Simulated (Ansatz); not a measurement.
The starting structures come from a database of crystals and need not be the phases stable at ambient conditions.

Tunnelling through a barrier is set by its complex band structure: the current falls as exp(−2κd) with the smallest κ.

Data:

```xyz
4
Lattice="3.8300 0.0000 0.0000 -1.9150 3.3168 0.0000 0.0000 0.0000 6.0658" Properties=species:S:1:pos:R:3 pbc="T T T"
Lu     0.0000     2.2112     0.0174
Cu     1.9150     1.1056     2.4123
S      1.9150     1.1056     4.6915
S      0.0000     0.0000     1.6319
```

Space group of this cell: P3m1. The cell is taken as given; by PBEsol its mean pressure is -2.1 GPa.

Transport runs along the normal of the first two printed cell vectors, the (001) plane of the conventional cell.

No gap correction and no spin-orbit coupling; mid-gap values are interpolated between computed energies.

Q: State the band gap and the smallest decay constant κ at mid-gap according to PBEsol (Ansatz, a quantum-chemistry and plane-wave program).

A: Gap 1.28 eV on a 12×12×6 mesh; κ = 0.179 1/Å, at the zone centre.
